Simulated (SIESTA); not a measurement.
A self-consistent single point of MgH₂ (P4_2/mnm, 6 atoms in the cell) with SIESTA

Level of theory: SIESTA with GGA PBE, numerical atomic orbitals DZP, PseudoDojo PBE standard norm-conserving potentials (rewritten from UPF to PSML).

This input was run:

```
# files in the folder: Mg.psml H.psml (PseudoDojo PBE standard)
SystemName  MgH2
SystemLabel mgh2

NumberOfAtoms                6
NumberOfSpecies              2
%block ChemicalSpeciesLabel
  1 12 Mg
  2 1 H
%endblock ChemicalSpeciesLabel
LatticeConstant              1.0 Ang
%block LatticeVectors
     4.532201000    0.000000000    0.000000000
     0.000000000    4.532201000    0.000000000
     0.000000000    0.000000000    3.029647000
%endblock LatticeVectors
AtomicCoordinatesFormat      Ang
%block AtomicCoordinatesAndAtomicSpecies
     2.266100500    2.266100500    1.514823500  1
     0.000000000    0.000000000    0.000000000  1
     3.152463050    3.152463050    0.000000000  2
     1.379737950    1.379737950    0.000000000  2
     3.645838450    0.886362550    1.514823500  2
     0.886362550    3.645838450    1.514823500  2
%endblock AtomicCoordinatesAndAtomicSpecies

XC.functional                GGA
XC.authors                   PBE
PAO.BasisSize                DZP
PAO.EnergyShift              0.005 Ry
MeshCutoff                   400 Ry
%block kgrid.MonkhorstPack
    6   0   0  0.0
    0   6   0  0.0
    0   0   9  0.0
%endblock kgrid.MonkhorstPack
OccupationFunction           FD
ElectronicTemperature        10 K

MaxSCFIterations             150
SCF.Mixer.Method             Broyden
SCF.Mixer.Weight             0.25
SCF.Mixer.History            8
SCF.DM.Tolerance             1.0E-04
Diag.ParallelOverK           true
WriteForces                  true
```

The program printed (abridged):

```
reinit: Reading from file input.fdf

reinit: System Name: MgH2
reinit: System Label: mgh2

coor:   Atomic-coordinates input format  =     Cartesian coordinates
coor:                                          (in Angstroms)

siesta: Atomic coordinates (Bohr) and species
siesta:      4.28231   4.28231   2.86260  1        1
siesta:      0.00000   0.00000   0.00000  1        2
siesta:      5.95729   5.95729   0.00000  2        3
siesta:      2.60733   2.60733   0.00000  2        4
siesta:      6.88964   1.67498   2.86260  2        5
siesta:      1.67498   6.88964   2.86260  2        6

siesta: System type = bulk

initatomlists: Number of atoms, orbitals, and projectors:      6    38    36

siesta: ******************** Simulation parameters ****************************
redata: Spin configuration                          = none
redata: Time-Reversal Symmetry                      = T
redata: Number of Atomic Species                    =        2
redata: Mesh Cutoff                                 =   400.0000 Ry
redata: Net charge of the system                    =     0.0000 |e|
redata: Min. number of SCF Iter                     =        0
redata: Max. number of SCF Iter                     =      150
redata: SCF convergence failure will abort job
redata: SCF mix quantity                            = Hamiltonian
redata: Mix DM or H after convergence               =   F
redata: Recompute H after scf cycle                 =   F
redata: Mix DM in first SCF step                    =   T
redata: No kicks to SCF
redata: DM Mixing Weight for Kicks                  =     0.5000
redata: Require Harris convergence for SCF          =   F
redata: Harris energy tolerance for SCF             =     0.000100 eV
redata: Require DM convergence for SCF              =   T
redata: DM tolerance for SCF                        =     0.000100
redata: Require EDM convergence for SCF             =   F
redata: EDM tolerance for SCF                       =     0.001000 eV
redata: Require H convergence for SCF               =   T
redata: Hamiltonian tolerance for SCF               =     0.001000 eV
redata: Require (free) Energy convergence for SCF   =   F
redata: (free) Energy tolerance for SCF             =     0.000100 eV
redata: Using DFT-D3 dispersion                     =   F
redata: Using Saved Data (generic)                  =   F
redata: Method of Calculation                       = Diagonalization
redata: Electronic Temperature                      =    10.0000 K
redata: Number of TDED substeps                     =        3
redata: Dynamics option                             = Single-point calculation
redata: Save all siesta data in one NC              =   F
redata: ***********************************************************************

%block SCF.Mixers
  Broyden
%endblock SCF.Mixers

%block SCF.Mixer.Broyden
  # Mixing method
  method broyden

  # Mixing options
  weight 0.2500
  weight.linear 0.2500
  weight.prime 0.2500
  history 8
%endblock SCF.Mixer.Broyden

DM_history_depth set to one: no extrapolation allowed by default for geometry relaxation
Size of DM history Fstack: 1
Total number of electrons:    24.000000
Total ionic charge:    24.000000

* ProcessorY, Blocksize:    1  39

* Orbital distribution balance (max,min):    38    38

k-point displ. along   1 input, could be:     0.00    0.50
k-point displ. along   2 input, could be:     0.00    0.50
 Kpoints in:          180 . Kpoints trimmed:          168

siesta: k-grid: Number of k-points = 168
siesta: k-points from Monkhorst-Pack grid
siesta: k-cutoff (effective) =    13.597 Ang
siesta: k-point supercell and displacements
siesta: k-grid:     6     0     0      0.000
siesta: k-grid:     0     6     0      0.000
siesta: k-grid:     0     0     9      0.000

diag: Algorithm                                     = D&C
diag: Parallel over k                               =   F
diag: Use parallel 2D distribution                  =   F
diag: Parallel block-size                           = 39
diag: Parallel distribution                         =     1 x     1
diag: Used triangular part                          = Lower
diag: Absolute tolerance                            =  0.100E-15
diag: Orthogonalization factor                      =  0.100E-05
diag: Memory factor                                 =  1.0000

superc: Internal auxiliary supercell:     5 x     5 x     5  =     125
superc: Number of atoms, orbitals, and projectors:    750   4750   4500

                        Single-point calculation

superc: Internal auxiliary supercell:     5 x     5 x     5  =     125
superc: Number of atoms, orbitals, and projectors:    750   4750   4500

outcell: Unit cell vectors (Ang):
        4.532201    0.000000    0.000000
        0.000000    4.532201    0.000000
        0.000000    0.000000    3.029647

outcell: Cell vector modules (Ang)   :    4.532201    4.532201    3.029647
outcell: Cell angles (23,13,12) (deg):     90.0000     90.0000     90.0000
outcell: Cell volume (Ang**3)        :     62.2315
new_DM -- step:     1
Initializing Density Matrix...

Attempting to read DM from file... Failed...
DM filled with atomic data:

InitMesh: MESH = 60 x 60 x 40 = 144000
InitMesh: Mesh cutoff (required, used) =   400.000   481.768 Ry

stepf: Fermi-Dirac step function

        iscf     Eharris(eV)        E_KS(eV)     FreeEng(eV)     dDmax    Ef(eV) dHmax(eV)
   scf:    1    -3289.105939    -3294.667559    -3294.667559  1.553202 -4.872415  4.496220
   scf:    2    -3295.313706    -3294.999053    -3294.999053  0.073066 -5.364090  3.113262
   scf:    3    -3295.458343    -3295.262729    -3295.262729  0.187118 -6.417846  0.212394
   scf:    4    -3295.263179    -3295.262957    -3295.262957  0.003692 -6.481687  0.099454
   scf:    5    -3295.263268    -3295.263128    -3295.263128  0.004676 -6.547678  0.001950
   scf:    6    -3295.263129    -3295.263129    -3295.263129  0.000266 -6.548194  0.000938
   scf:    7    -3295.263129    -3295.263129    -3295.263129  0.000146 -6.548089  0.000694
   scf:    8    -3295.263129    -3295.263129    -3295.263129  0.000110 -6.548008  0.000509
   scf:    9    -3295.263129    -3295.263129    -3295.263129  0.000082 -6.547945  0.000373

SCF Convergence by DM+H criterion
max |DM_out - DM_in|         :     0.0000817207
max |H_out - H_in|      (eV) :     0.0003733449
SCF cycle converged after 9 iterations

Using DM_out to compute the final energy and forces

siesta: E_KS(eV) =            -3295.2631

siesta: E_KS - E_eggbox =     -3295.2631

siesta: Atomic forces (eV/Ang):
     1   -0.000000   -0.000000    0.000000
     2   -0.000000    0.000000    0.000000
     3   -0.007733   -0.007733   -0.000000
     4    0.007733    0.007733   -0.000000
     5    0.007733   -0.007733   -0.000000
     6   -0.007733    0.007733   -0.000000
   Tot   -0.000000   -0.000000   -0.000000
   Max    0.007733
   Res    0.005156    sqrt( Sum f_i^2 / 3N )
   Max    0.007733    constrained

Stress tensor Voigt[x,y,z,yz,xz,xy] (kbar):       -3.54       -3.54      -25.26       -0.00        0.00       -0.00
(Free)E + p*V (eV/cell)    -3294.8444
Target enthalpy (eV/cell)    -3295.2631

siesta: Program's energy decomposition (eV):
siesta: Ebs     =      -974.693897
siesta: Eions   =      4069.496793
siesta: Ena     =       322.463889
siesta: Ekin    =      1897.849116
siesta: Enl     =      -986.794076
siesta: Eso     =         0.000000
siesta: Edftu   =         0.000000
siesta: DEna    =         7.567572
siesta: DUscf   =         2.614121
siesta: DUext   =         0.000000
siesta: Ex      =      -443.297467
siesta: Ec      =       -26.169492
siesta: Exc     =      -469.466959
siesta: Eharris =     -3295.263129
siesta: Etot    =     -3295.263129
siesta: FreeEng =     -3295.263129

siesta: Stress tensor (static) (eV/Ang**3):
siesta:    -0.002211   -0.000000    0.000000
siesta:    -0.000000   -0.002211   -0.000000
siesta:     0.000000   -0.000000   -0.015763

siesta: Cell volume =         62.231512 Ang**3

siesta: Pressure (static):
siesta:                Solid            Molecule  Units
siesta:           0.00007328          0.00007239  Ry/Bohr**3
siesta:           0.00672848          0.00664673  eV/Ang**3
siesta:          10.78021200         10.64923787  kBar
```

The run converged in 9 iterations.

The starting cell comes from a database of computed structures (which also holds hypothetical and non-ambient phases and stackings), without a prior relaxation at this level. Its lattice was rescaled by a random factor within 2.5 % of one. Values carry the incompleteness of an atom-centred basis.
